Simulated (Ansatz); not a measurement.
**TaSi (model structure, started from the WC type, P-6m2, No. 187, 2 atoms in the cell)**

All values below come from PBE-D3(BJ) in Ansatz (PAW).

Settings: plane-wave cutoff 500 eV, 18×18×12 k mesh (along the axes of the cell as run), Fermi–Dirac smearing 0.05 eV, scalar-relativistic PAW data made under PBE.

Cell (relaxed at this level):

TaSi is taken in the hexagonal space group P-6m2 (No. 187), Pearson symbol hP2. Cell: a = 2.9977 Å, b = 2.9977 Å, c = 4.0030 Å, α = 90.00°, β = 90.00°, γ = 120.00°. Ta on 1a sees 6 Si at 2.646 Å and 6 Ta at 2.998 Å. Si on 1f has 6 Ta at 2.646 Å. (Neighbours: up to the widest gap in distance over summed covalent radii, below 1.35, at either atom; cation-cation and far metal-metal contacts left out.)

```json
{
 "band_gap": "zero (no gap)"
}
```

Note: the relaxation could raise the start's symmetry but not lower it, so the cell can be a saddle point.

Spin–orbit coupling is not included.

The computed numbers hold no vibrational or temperature effects.

The result took very roughly 50 core-seconds.

A model structure was made by putting elements into a prototype or built by hand; it is no filed structure, need not be a known phase, and can be a saddle point held by its symmetry.

Ansatz is a quantum-chemistry and plane-wave program.
